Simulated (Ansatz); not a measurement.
Defect: Re-vacancy pair (Re on one host Mo site, one Mo site vacant) in bcc Mo, neutral cell. The step: direct exchange of Re with the vacancy (Re-vacancy distance between ideal sites 2.74 Å throughout); the atom moves 2.76 Å along (0.50, 0.50, 0.50) of the unit cell; the moving atom starts with neighbours Mo at 2.70, 2 Mo at 2.71, 4 Mo at 2.73, 3 Mo at 3.14, 2 Mo at 3.16, Mo at 3.18 Å and ends with Mo at 2.70, 2 Mo at 2.71, 4 Mo at 2.73, 3 Mo at 3.14, 2 Mo at 3.16, Mo at 3.18 Å. DFT values are from Ansatz (plane-wave PAW, 420 eV unless said) in a cell of 36 host sites, spin-restricted, static, with no finite-size correction. Forms of the defect that were not tried may lie lower. For the PBE band: the saddle point's order was not checked, and it lies on a symmetry element of the cell, where a band can be held.

```tsv
Level	Forward barrier (eV)	Cost of the band or of the saddle's single point
CHGNet universal potential (has no charge state), its own band	0.73	-
PBE, a 2×2×3 k-point mesh shifted by half a step, band relaxed	1.35	very roughly 40 core-minutes
PBE, a 3×3×5 k-point mesh shifted by half a step, same geometries	1.37	roughly 4 core-minutes
r2SCAN at 500 eV, a 2×2×3 k-point mesh shifted by half a step, same geometries	1.49	very roughly 3 core-minutes
```

Ansatz is a quantum-chemistry and plane-wave program.
